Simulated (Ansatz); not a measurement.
The reference is Cu in the fcc (Cu type) structure (space group Fm-3m, No. 225).

```yaml
crystal:
  lattice:
    - [0.00000, 1.78189, 1.78189]
    - [1.78189, 0.00000, 1.78189]
    - [1.78189, 1.78189, 0.00000]
  atoms:
    - { symbol: Cu, position: [0.00000, 0.00000, 0.00000] }
```

The other end (x = 1) is Au in the fcc (Cu type) structure (space group Fm-3m, No. 225): 17.02 Å³/atom, gap zero.

Level of theory: PBEsol in Ansatz (plane waves to 420 eV, PAW, no SOC).

Au replaces a fraction x of Cu; each row is one arrangement (x, atoms in the cell, starting space group or random), fully relaxed.

One change was made to it. Results:

The mixing energy comes out as -0.02 eV/atom (to 0.01 eV only: unlike meshes or grids); the shortest interatomic distance decreases by 0.070 bohr (4.762 bohr → 4.692 bohr).

What was done to the base?
A. x(Au) = 0.667, 3 atoms, P-3m1
B. x(Au) = 0.333, 3 atoms, I4/mmm
C. x(Au) = 0.25, 4 atoms, C2/m

B, x(Au) = 0.333, 3 atoms, I4/mmm. For comparison, the shortest interatomic distance in the other runs: x(Au) = 0.25, 4 atoms, C2/m gives 4.787 bohr; x(Au) = 0.667, 3 atoms, P-3m1 gives 5.005 bohr.

These are small ordered cells, not random alloys; other orderings at the same x differ. Whether these cells are dynamically stable was not tested. The final runs are not spin-polarised. Under x(Au) = 0.333, 3 atoms, I4/mmm the cell changed shape so far that it is another structure.

Ansatz is an electronic-structure program.
